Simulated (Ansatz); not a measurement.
The parent structure is ZnSe in the zinc blende structure (space group F-43m, No. 216; a = 5.5675 Å). Axes: x, y, z lie along the cube axes.

Computed with LDA in Ansatz (plane waves to 420 eV, PAW, scalar-relativistic without spin-orbit coupling).

For the base:

```
Item                                Result
---------------------  -------------------
Gap character                  direct at Γ
Band gap                           1.25 eV
Electron mass              0.090 mₑ (at Γ)
Valence-band top at Γ  0.00, 0.00, 0.00 eV
```

The change: compressive biaxial strain of 2.00 % in the plane normal to [001], as in epitaxy on a mismatched substrate; the out-of-plane cell vector and the atoms relax.

Estimate the effect on the out-of-plane strain, gap character, band gap, electron mass and valence-band top at Γ.

The out-of-plane strain is +2.37 %; the gap character is still direct at Γ; the band gap stays 1.25 eV; the electron mass changes from 0.090 mₑ (at Γ) to 0.096 mₑ out of plane, 0.091 mₑ in plane (at Γ); the valence-band top at Γ (three highest levels, from the VBM) becomes 0.00, 0.00, -0.19 eV (base: 0.00, 0.00, 0.00 eV).

Masses are band curvatures over ±0.01 Å⁻¹ around the edge. Stability against distortions was not tested. Labels are those of the standard path for the cell's own space group.

Ansatz is a first-principles code.
